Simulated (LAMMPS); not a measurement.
Quenches at 1e+12 K/s across the composition of Ag (fcc) with a share x of Ag sites Au; each row starts from its own melt temperature.

Computed with classical MD, pair style eam, the elements' _u3.eam files (universal-3 set of Foiles, Baskes and Daw); code LAMMPS.

| x | density | state |
|---|---|---|
| 0.25 | 12.4 g/cm³ (one sample) | crystallised |
| 0.5 | 14.7 g/cm³ (one sample) | crystallised |
| 0.75 | 16.7 g/cm³ (one sample) | crystallised |

Caution: the cell keeps the atom count and shape of the starting crystal, which eases freezing.
